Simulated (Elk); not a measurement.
A self-consistent single point of Zr2Al (I4/mcm, 6 atoms in the cell) with Elk.

Method: Elk 10.2.4 with LDA (PW92), all-electron FP-LAPW, Elk's shipped species files, default APW+lo basis.

```
Zr2Al
1.0
   -3.40325     3.40325     2.67265
    3.40325    -3.40325     2.67265
    3.40325     3.40325    -2.67265
Zr Al
4 2
Cartesian
  1.03050   2.37274   0.00000
  2.37274   1.03050   2.67265
  4.43375   1.03050   0.00000
 -1.03050   2.37274   2.67265
  0.00000   0.00000   1.33633
  0.00000   0.00000   4.00898
```

Reference input (self-consistent single point, DFT, PBEsol, all-electron FP-LAPW, Elk's shipped species files, default APW+lo basis): xctype = 22; stype = 0; swidth = 0.00367493 Ha; ngridk = 5 5 5; maxscl = 100. This run's input differs from it in these lines:…

```diff
@@ -2,5 +2,2 @@
   0
-
-xctype
-  22
```

Output, abridged:

```
│ Self-consistent loop started │
│ Loop number : 1 │
 total energy                :     -14863.8972606
│ Loop number : 2 │
 total energy                :     -14864.1508250
RMS change in Kohn-Sham potential (target) :   0.8124765276E-01 (  0.1000000000E-05)
Absolute change in total energy (target)   :   0.2535644764     (  0.1000000000E-03)
│ Loop number : 3 │
 total energy                :     -14865.1523447
RMS change in Kohn-Sham potential (target) :   0.6964792038E-01 (  0.1000000000E-05)
Absolute change in total energy (target)   :    1.064910745     (  0.1000000000E-03)
│ Loop number : 4 │
   [... lines left out ...]
Absolute change in total energy (target)   :   0.5035267543E-02 (  0.1000000000E-03)
│ Loop number : 14 │
 total energy                :     -14865.1408881
RMS change in Kohn-Sham potential (target) :   0.1501451022E-05 (  0.1000000000E-05)
Absolute change in total energy (target)   :   0.1084273705E-02 (  0.1000000000E-03)
│ Loop number : 15 │
 total energy                :     -14865.1406005
RMS change in Kohn-Sham potential (target) :   0.4166246186E-06 (  0.1000000000E-05)
Absolute change in total energy (target)   :   0.1651707498E-04 (  0.1000000000E-03)
Convergence targets achieved

│ Loop number : 16 │

Energies :
 Fermi                       :     0.284157671609
 total energy                :     -14865.1405508

Density of states at Fermi energy :    199.7621787
 (states/Hartree/unit cell)

Estimated indirect band gap :   0.9662857975E-03
 from k-point     18 to k-point      4
Estimated direct band gap   :   0.3198268991E-02
 at k-point     15

Charges :
 core                        :    120.0000000
 valence                     :    66.00000000
 interstitial                :    11.54295837
 muffin-tins (core leakage)
  species :    1 (Zr)
   atom    1                 :    37.92504411     (  0.2875309729E-05)
   atom    2                 :    37.92504411     (  0.2875309729E-05)
   atom    3                 :    37.92504411     (  0.2875309729E-05)
   atom    4                 :    37.92504411     (  0.2875309729E-05)
  species :    2 (Al)
   atom    1                 :    11.37843260     (  0.5142125374E-03)
   atom    2                 :    11.37843260     (  0.5142125374E-03)
 total in muffin-tins        :    174.4570416
 total calculated charge     :    185.9959049
 total charge                :    186.0000000
 error                       :   0.4095091263E-02

│ Self-consistent loop stopped │
```

The run converged in 16 iterations. The count includes the last loop, which Elk runs after its targets are met. 

The starting cell comes from a database of computed structures (which also holds hypothetical and non-ambient phases and stackings), without a prior relaxation at this level. Its lattice was rescaled by a random factor within 2.5 % of one. Values depend on the basis (sphere radii, cutoffs, local orbitals), which need not be converged. The log's line on a gap gives a spacing of levels on this mesh, which the program prints for metals too.
